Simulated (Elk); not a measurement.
Band structure of Pt (Fm-3m, 1 atom in the cell).

```
CELL_PARAMETERS angstrom
      0.00000     1.96000     1.96000
      1.96000     0.00000     1.96000
      1.96000     1.96000     0.00000
ATOMIC_POSITIONS crystal
  Pt 0.00000 0.00000 0.00000
```

Computed with PBE, all-electron FP-LAPW, Elk's shipped species files, APW+lo basis with extra local orbitals (Elk).

Settings: xctype = 20; rgkmax = 7.5; stype = 0; swidth = 0.00499791 Ha; ngridk = 12 12 12; gmaxvr = 16 1/bohr; nxlo = 2; lorbcnd = true; rmtscf = 0.88; lmaxi = 2; maxscl = 100.

The starting cell has typed, rounded lattice constants, without a prior relaxation at this level. Spin-orbit coupling is off. Spin polarisation is off. Values depend on the basis (sphere radii, cutoffs, local orbitals), which need not be converged.

Levels in eV from the Fermi level, bands 12 to 18:
```tsv
point	12	13	14	15	16	17	18
Γ	-3.86	-3.86	-3.86	-1.68	-1.68	14.52	19.48
X	-6.69	-0.01	0.50	0.50	1.71	8.88	11.34
W	-4.61	-4.61	-2.04	0.50	7.09	8.25	8.25
K	-5.55	-2.91	-1.36	-0.17	5.69	6.70	10.09
L	-3.91	-3.91	-0.56	0.02	0.02	5.81	14.11
U	-5.55	-2.91	-1.36	-0.17	5.69	6.70	10.09
```

Bands cross the Fermi level along this path, so the cell is metallic at this level.
